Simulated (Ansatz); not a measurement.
A computed series for hypothetical P6_3/mmc SiS2: thickness series

The reference is SiS2 in the 2H-MoS2 type structure (space group P6_3/mmc, No. 194; a hypothetical phase, not in the database extracts checked; layered, stacked along the Cartesian z axis).

```yaml
crystal:
  lattice:
    - [3.22449, 0.00000, 0.00000]
    - [-1.61225, 2.79249, 0.00000]
    - [0.00000, 0.00000, 12.15321]
  atoms:
    - { symbol: Si, position: [0.33333, 0.66667, 0.25000] }
    - { symbol: Si, position: [0.66667, 0.33333, 0.75000] }
    - { symbol: S, position: [0.33333, 0.66667, 0.63081] }
    - { symbol: S, position: [0.66667, 0.33333, 0.13081] }
    - { symbol: S, position: [0.66667, 0.33333, 0.36919] }
    - { symbol: S, position: [0.33333, 0.66667, 0.86919] }
```

Free-standing slabs (3 atom(s) a layer) normal to the stacking axis with 15 Å of vacuum; in-plane cell relaxed.

Computed with plane-wave PAW DFT at the r2SCAN+rVV10 level (Ansatz, a program for electronic structure, 500 eV), spin-orbit coupling left out, earlier PAW set.

Notes on the quantities. excess energy per area of both faces: slab less bulk energy over the cell's area: twice a surface energy; uncertain by up to 0.2 J/m².

```json
[
 {"change": "base", "smallest direct gap": "0.69 eV", "excess energy per area of both faces": "–", "band gap": "zero"},
 {"change": "1 layer", "smallest direct gap": "1.41 eV", "excess energy per area of both faces": "0.31 J/m²", "band gap": "0.44 eV"},
 {"change": "2 layers", "smallest direct gap": "1.12 eV", "excess energy per area of both faces": "0.3 J/m²", "band gap": "0.26 eV"},
 {"change": "3 layers", "smallest direct gap": "0.96 eV", "excess energy per area of both faces": "0.3 J/m²", "band gap": "0.16 eV"}
]
```

The excess energy carries the mismatch between the slab's and the bulk's meshes. No phonon test of stability was made. All final runs are without spin polarisation. Gaps under 0.05 eV, about the width of the smearing, are given as zero. A zero or small gap of SiS2 can be the functional's error rather than a property of the material.
